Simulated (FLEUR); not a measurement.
Band structure of Be (P6_3/mmc, 2 atoms in the cell).

```
Be
1.0
    2.23896     0.00000     0.00000
   -1.11948     1.93900     0.00000
    0.00000     0.00000     3.53335
Be
2
Direct
  0.33333   0.66667   0.75000
  0.66667   0.33333   0.25000
```

Method: PBE, all-electron FLAPW (FLEUR), scalar-relativistic valence in FLEUR.

Settings: Kmax = 4.2 1/bohr; GmaxXC = 16.8 1/bohr; xcFunctional = pbe; jspins = 1; l_soc = F; mode = hist; fermiSmearingEnergy = 0.00183747 Htr; mesh (inpgen div1-3) = 13 13 8; inpgen gamma flag = true; Gmax = 16.8 1/bohr; numbands = 0; maxIterBroyd = 25; imix = Anderson; alpha = 0.05.

The starting cell comes from a database of computed structures (which also holds hypothetical and non-ambient phases and stackings), without a prior relaxation at this level. Its lattice was rescaled by a random factor within 2.5 % of one. Values depend on the basis (sphere radii, cutoffs, local orbitals), which need not be converged.

Levels in eV from the Fermi level, bands 1 to 4:
```
point       1      2      3      4
-----  ------  -----  -----  -----
Γ      -11.34  -4.40   1.35  16.71
M       -4.94  -2.98   3.88   6.77
K       -2.36  -0.82  -0.82   7.03
A       -9.16  -9.16  11.09  11.09
L       -3.54  -3.54   1.85   1.85
H       -0.98  -0.98   0.53   0.53
```
